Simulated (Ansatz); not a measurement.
MgO (model structure, started from the CsCl type, Pm-3m, No. 221, 2 atoms in the cell; like a known high-pressure phase) was calculated with r²SCAN (Ansatz, a quantum-chemistry and plane-wave program, plane waves, PAW).

Run with plane-wave cutoff 560 eV, 12×12×12 k mesh, Fermi–Dirac smearing 0.01 eV, scalar-relativistic PAW data made under PBE.

The cell is the one relaxed with PBEsol. Conventional cell: a = 2.6334 Å, b = 2.6334 Å, c = 2.6334 Å, α = 90.00°, β = 90.00°, γ = 90.00°.

```xyz
2
Lattice="2.6334 0.0000 0.0000 0.0000 2.6334 0.0000 0.0000 0.0000 2.6334" Properties=species:S:1:pos:R:3 pbc="T T T"
Mg     0.0000     0.0000     0.0000
O      1.3167     1.3167     1.3167
```

List the 5 lowest band energies at Γ above −25 eV (eV, relative to the valence band maximum), grouping those that round alike.

At Γ: -19.50, -1.04 (×3), 3.38.

Note: cell and atoms aren't relaxed at this level (pressure -1.8 GPa).

A model structure was made by putting elements into a prototype or built by hand; it is no filed structure, need not be a known phase, and can be a saddle point held by its symmetry.
